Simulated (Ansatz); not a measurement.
An Ansatz (a program for electronic structure) run: CsPbCl3 with a change (biaxial strain +1.20 %, plane normal [001], relaxed out of plane); PBEsol in Ansatz (plane waves to 420 eV, PAW, no spin-orbit coupling).

Input:

Ansatz 0.2 input:
```yaml
crystal:
  lattice:
    - [5.6861792424, 0, 0]
    - [0, 5.6861792424, 0]
    - [0, 0, 5.5850416669]
  atoms:
    - { symbol: Cs, position: [0, 0, 0] }
    - { symbol: Pb, position: [0.5, 0.5, 0.5] }
    - { symbol: Cl, position: [0.5, 0, 0.5] }
    - { symbol: Cl, position: [0, 0.5, 0.5] }
    - { symbol: Cl, position: [0.5, 0.5, 0] }
basis: { ecutwfc: 420, ecutrho_ratio: 4, xc_grid: 2, fft_grid_basis: typed }
kpoints: { mp_grid: { grid: [6, 6, 6] } }
hamiltonian:
  xc: pbesol
  dispersion: none
  pseudopotentials: { kind: paw }
scf: { occupations: { method: fermi_dirac, width: 0.05 } }
relax: { f_tol: 0.005, max_steps: 50, cell: { stress_tol: 0.01, fix: [a, b, gamma] } }
output: { forces: true, stress: true }
checkpoint: { write: state.ck, write_every: 1000 }
```

Output (explanatory and most iteration lines left out):

```
Relaxation: its limit of steps is 50 (relax.max_steps)
Pseudopotential: Cs, paw, valence charge 9
Pseudopotential: Pb, paw, valence charge 14
Pseudopotential: Cl, paw, valence charge 7
Crystal: 5 atoms, lattice volume = 180.579 Å³
Basis set: ecut = 420 eV, 3535 PW (Γ), exchange–correlation on 80×80×80 points (8 copies of the dense FFT grid, shifted against one another)
Bands: 27, of which v1, the nominal top of the filled ones, is band 22 counted from 1 (21 counted from 0)
Symmetry: 16 space group operations
Space group: P4/mmm (ITA 123), of the structure as read, at distance tolerance 5.7e-5 Å
k-points: 40 of 216
Functional: x = pbesol(κ = 0.804, μ = 0.12345679012345678), c = pbesol(β = 0.046)
SCF iter   1: F=—  HF=-20530.622823 eV  |F-HF|=—  |Δ(HF+E_count)|=         —  Δρ=3.08e-3  dr2=2.74e-2  ethr=1.77e-3  ⟨swp⟩=7.8  Hψ=5627  notcnv=0
SCF iter   2: F=—  HF=-20530.614146 eV  |F-HF|=—  |Δ(HF+E_count)|=   8.68e-3  Δρ=9.96e-4  dr2=2.08e-3  ethr=6.22e-5  ⟨swp⟩=2.0  Hψ=1846  notcnv=0  defer=15
SCF 1 converged in 6 iterations: F = -20530.613913 eV  dr2 = 9.91e-9
relax step   1: F+E_penalty+E_count = -20530.61391253 eV  Δ(F+E_penalty+E_count) = +0.000e0 eV  max|allowed force component| = 7.983e-29 eV/Å  Δτ_max = 0.0000 Å  P = -0.410 GPa  Ω = 180.579 Å³  fix = [a, b, gamma]  reactions: a -0.700, b -0.700 GPa  (6 SCF iters, dr2 threshold 1.00e-7 eV, accepted)
[... steps on the carried basis left out ...]
relax step   3: F+E_penalty+E_count = -20530.61416934 eV  Δ(F+E_penalty+E_count) = -3.329e-5 eV  max|allowed force component| = 9.151e-30 eV/Å  Δτ_max = 0.0000 Å  P = -0.479 GPa  Ω = 181.088 Å³  energy of the carried Pulay correction = -1.455e-5 eV  fix = [a, b, gamma]  reactions: a -0.720, b -0.720 GPa  (4 SCF iters, dr2 threshold 1.02e-8 eV, accepted)
Crystal: 5 atoms, lattice volume = 181.088 Å³
SCF iter   1: F=—  HF=-20530.614195 eV  |F-HF|=—  |Δ(HF+E_count)|=         —  Δρ=4.44e-6  dr2=1.02e-8  ethr=2.21e-7  ⟨swp⟩=3.1  Hψ=8677  notcnv=0
SCF iter   2: F=—  HF=-20530.614184 eV  |F-HF|=—  |Δ(HF+E_count)|=   1.10e-5  Δρ=2.32e-6  dr2=2.79e-9  ethr=2.32e-11  ⟨swp⟩=3.2  Hψ=2609  notcnv=0
SCF 4 converged in 6 iterations: F = -20530.614184 eV  dr2 = 1.63e-13
SCF converged after 6 iterations
Free energy (F): -20530.614184 eV
Internal energy: -20530.614184 eV  (E = F + TS)
E sigma→0 (E₀):  -20530.614184 eV
Fermi energy:    4.524396 eV
--- Forces (eV/Å), atoms counted from 1 ---
  atom   1  Cs    -0.00000000     0.00000000     0.00000000
  atom   2  Pb     0.00000000     0.00000000     0.00000000
  atom   3  Cl    -0.00000000     0.00000000     0.00000000
  atom   4  Cl     0.00000000     0.00000000     0.00000000
  atom   5  Cl     0.00000000     0.00000000     0.00000000
--- Stress (GPa, compression-positive) ---
       -0.719595       0.000000       0.000000
        0.000000      -0.719595       0.000000
        0.000000       0.000000       0.001352
  P = ⅓ Tr σ = -0.4793 GPa (-4.793 kbar)
--- Relaxed structure (3 steps of the walk, 3 accepted, 1 SCFs on fresh bases) ---
  cell:  # Å, volume = 181.0880 Å³
    - [5.6861792424, 0.0, 0.0]
    - [0.0, 5.6861792424, 0.0]
    - [0.0, 0.0, 5.6007806719757065]
  atoms:
    - { symbol: Cs, position: [-5.292245332035687e-38, 1.798536493612209e-38, 0.0] }
    - { symbol: Pb, position: [0.5, 0.5, 0.49999999999999994] }
    - { symbol: Cl, position: [0.5, 1.447098337045721e-39, 0.49999999999999994] }
    - { symbol: Cl, position: [1.3230612675484623e-38, 0.5, 0.49999999999999994] }
    - { symbol: Cl, position: [0.5, 0.5, 0.0] }
```

Spin-orbit coupling, missing from the scalar runs, can matter with Pb. Whether these cells are dynamically stable was not tested. The cell was made from CsPbCl$_{3}$ in the cubic perovskite structure (space group Pm-3m, No. 221) by this change: biaxial strain +1.20 %, plane normal [001], relaxed out of plane. Many cubic perovskites are stable only at high temperature; tilts and polar distortions were not tested. This is not the structure that CsPbCl3 has at room temperature and ambient pressure.
